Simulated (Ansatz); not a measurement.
The reference is MoS$_{2}$ in the 2H-MoS2 type structure (space group P6_3/mmc, No. 194; a = 3.1090 Å, c = 11.7088 Å; layered, stacked along the Cartesian z axis).

Levels (all Ansatz, a first-principles code, PAW): PBEsol-D3(BJ) (420 eV, no spin-orbit coupling); HSE06 (420 eV, no spin-orbit coupling).

Its gap is 0.52 eV with PBEsol-D3(BJ) and 1.09 eV with HSE06.

Perturbation: cell and atoms relaxed at a pressure of 7 GPa.

With PBEsol-D3(BJ) the gap becomes 0.18 eV.

Task: If the HSE06 correction stayed the same, what would the HSE06 gap be, and what does the HSE06 run give?

Result: A rigid correction of +0.57 eV gives 0.75 eV. The HSE06 run gives 0.69 eV, so the correction itself changes by -0.06 eV.

Single points use the geometry relaxed with PBEsol-D3(BJ). HSE06 was sampled on its mesh, a few special points and the semilocal edge points, so its gap is an upper bound. Load acts through the strain it causes; cell and atoms are relaxed under it. Whether these cells are dynamically stable was not tested. No other phases were tried under pressure. The zero or small gap of MoS2 under pressure 7 GPa can change with the level of theory.
